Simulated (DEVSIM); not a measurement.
abrupt Si p-n junction

Structure: abrupt Si p-n junction, at 300 K.

```csv
layer (left to right),material,thickness (μm),Nd (cm⁻³),Na (cm⁻³),τn (s),τp (s)
1,Si,15.0,-,8.7e17,3.6e-6,3.6e-5
2,Si,5.00,2.3e16,-,3.6e-5,3.6e-5
```

Left contact: ohmic. Right contact: ohmic. Voltage is applied to the left contact. Recombination: SRH at mid-gap. Gap narrowing is on: ΔEg = 6.92 meV × (l + √(l² + 0.5)), l = ln(N/1.3e17 cm⁻³), shared equally by both band edges. Mobility is constant in doping.

This is a model device: material constants are rounded textbook-type values typed into the input, and sizes, dopings and lifetimes were drawn at random. Values at 300 K.

```
parameter           Si
-------------  -------
gap (eV)         1.124
affinity (eV)     4.05
permittivity      11.7
Nc (cm⁻³)      2.86e19
Nv (cm⁻³)       3.1e19
μn (cm²/Vs)       1417
μp (cm²/Vs)        470
```

Simulated with DEVSIM: 1D drift-diffusion, Boltzmann statistics, complete ionisation; no tunnelling, impact ionisation, image-force lowering or self-heating.

| Item | Value |
|---|---|
| Potential step across the device at zero bias | 0.833 V |
| Largest field in the device at zero bias | 79000 V/cm |
| Dark forward voltage at 1 A/cm² | 0.634 V |
| Dark forward voltage at 100 A/cm² | 0.765 V |

Dark forward current:

(V (V), J (A/cm²)): (0.05, 2.1e-10); (0.10, 1.3e-9); (0.20, 5.4e-8); (0.25, 3.7e-7); (0.35, 1.7e-5); (0.40, 0.00012); (0.45, 0.00082); (0.55, 0.039); (0.60, 0.27); (0.65, 1.8); (0.75, 65); (0.80, 260); (0.90, 1800); (0.95, 3600)

Dark reverse current:

```json
[
 {"V (V)": "-0.10", "J (A/cm²)": "-8.4e-11"},
 {"V (V)": "-0.25", "J (A/cm²)": "-1.5e-10"},
 {"V (V)": "-0.50", "J (A/cm²)": "-2.3e-10"},
 {"V (V)": "-0.75", "J (A/cm²)": "-3.0e-10"},
 {"V (V)": "-1.00", "J (A/cm²)": "-3.7e-10"},
 {"V (V)": "-1.50", "J (A/cm²)": "-4.8e-10"},
 {"V (V)": "-2.00", "J (A/cm²)": "-5.8e-10"},
 {"V (V)": "-2.50", "J (A/cm²)": "-6.7e-10"},
 {"V (V)": "-3.25", "J (A/cm²)": "-7.9e-10"},
 {"V (V)": "-4.00", "J (A/cm²)": "-9.0e-10"},
 {"V (V)": "-5.00", "J (A/cm²)": "-1.0e-9"}
]
```
